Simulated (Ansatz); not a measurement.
A zone-centre phonon calculation of NiTe (P6_3/mmc, 4 atoms in the cell) with Ansatz (a program for electronic structure).

Level of theory: LDA (PW92), default PAW files made with PBE (plane waves; Ansatz).

```yaml
crystal:
  lattice:
    - [3.97039, 0.00000, 0.00000]
    - [-1.98519, 3.43846, 0.00000]
    - [0.00000, 0.00000, 5.26709]
  atoms:
    - { symbol: Ni, position: [0.00000, 0.00000, 0.00000] }
    - { symbol: Ni, position: [0.00000, 0.00000, 0.50000] }
    - { symbol: Te, position: [0.33333, 0.66667, 0.25000] }
    - { symbol: Te, position: [0.66667, 0.33333, 0.75000] }
```

Reference input (self-consistent single point, DFT, LDA (PW92), plane waves, default PAW files made with PBE): basis.ecutwfc = 420 eV; kpoints.mp_grid.grid = 10 10 6; hamiltonian.xc = lda; hamiltonian.pseudopotentials = {kind: paw} (the program's default PAW files); scf.occupations.method = gaussian; scf.occupations.width = 0.1 eV. This run's input differs from it in these lines:

Ansatz 0.2 input:
```diff
@@ -14,3 +14,3 @@
 kpoints:
-  mp_grid: { grid: [10, 10, 6] }
+  mp_grid: { grid: [14, 14, 9] }
 hamiltonian:
@@ -20,6 +20,4 @@
   occupations: { method: gaussian, width: 0.1 }
-output:
-  forces: true
-  eigenvalues: true
-  stress: true
+phonons:
+  method: dfpt
```

Output, abridged:

```
SCF iter   1: F=—  HF=-25202.043978 eV  |F-HF|=—  |Δ(HF+E_count)|=         —  Δρ=1.41e-2  dr2=6.29e-2  ethr=1.77e-3  ⟨swp⟩=6.5  Hψ=76414  notcnv=0  defer=115
all-band conjugate gradients solve this SCF's bands
preconditioner: auto → LDOS
SCF iter   2: F=—  HF=-25202.051011 eV  |F-HF|=—  |Δ(HF+E_count)|=   7.03e-3  Δρ=1.52e-2  dr2=8.45e-2  ethr=9.25e-5  ⟨swp⟩=2.0  Hψ=42031  notcnv=0  defer=899
   [... lines left out ...]
SCF iter   6: F=—  HF=-25202.030878 eV  |F-HF|=—  |Δ(HF+E_count)|=   2.30e-5  Δρ=3.92e-5  dr2=4.76e-7  ethr=2.02e-7  ⟨swp⟩=2.0  Hψ=22890  notcnv=0  defer=899
SCF iter   7: F=—  HF=-25202.030880 eV  |F-HF|=—  |Δ(HF+E_count)|=   2.70e-6  Δρ=9.64e-6  dr2=2.95e-8  ethr=7.01e-10  ⟨swp⟩=2.0  Hψ=34690  notcnv=0  defer=899
SCF iter   8: F=—  HF=-25202.030880 eV  |F-HF|=—  |Δ(HF+E_count)|=   2.36e-9  Δρ=1.43e-6  dr2=5.48e-10  ethr=4.34e-11  ⟨swp⟩=2.0  Hψ=23910  notcnv=0  defer=899
SCF iter   9: F=-25202.030880 eV  HF=-25202.030880 eV  |F-HF|=3.64e-12  |Δ(HF+E_count)|=  9.46e-11  Δρ=1.36e-7  dr2=8.43e-12  ethr=1.00e-12  ⟨swp⟩=9.5  Hψ=131265  notcnv=0
SCF 1 converged in 9 iterations: F = -25202.030880 eV  dr2 = 8.43e-12
DFPT response loops at Γ: preconditioner auto → Kerker (q_TF=auto, 2.703 Å⁻¹) (partly filled bands, converged f_vac=0.010) …
the response loops of the zone centre start from zero, take more passes and end by a threshold …
Free energy (F): -25202.030880 eV
Internal energy: -25202.018192 eV  (E = F + TS)
E sigma→0 (E₀):  -25202.024536 eV
Entropy (-TS):   -0.012688 eV (-3.172 meV/atom)
Fermi energy:    14.829722 eV
   [... lines left out ...]
  ASR residual: 1.316e-4 → 0.000e0 eV/Å²; symmetrization residual: 6.000e-5 eV/Å²
  ASR residual per site (eV/Å²): 9.52e-5 9.52e-5 1.32e-4 1.32e-4
  Γ frequencies (cm⁻¹): 0.00 0.00 0.00 92.12 92.12 109.61 109.61 127.29 150.63 150.63 151.64 182.82
  non-analytic LO–TO correction: not included (Born effective charges unavailable; polar crystals: no LO–TO splitting at Γ)
```

The run converged in 9 iterations. 

Summary of the result:
* **Free energy E − TS (on the zero of these files)**: -25202.0309 eV
* **Fermi level (on the code's own zero)**: 14.83 eV
* **Zone-centre frequencies (cm⁻¹; negative means imaginary)**: 0, 0, 0, 92, 92, 110, 110, 127, 151, 151, 152, 183

The starting cell comes from a database of computed structures (which also holds hypothetical and non-ambient phases and stackings), without a prior relaxation at this level. Its lattice was rescaled by up to half a per cent. Spin-orbit coupling is off. Spin polarisation is off, so a magnetic state, if there is one, cannot be reached.

Cost on one core of a shared machine: roughly 20 min.
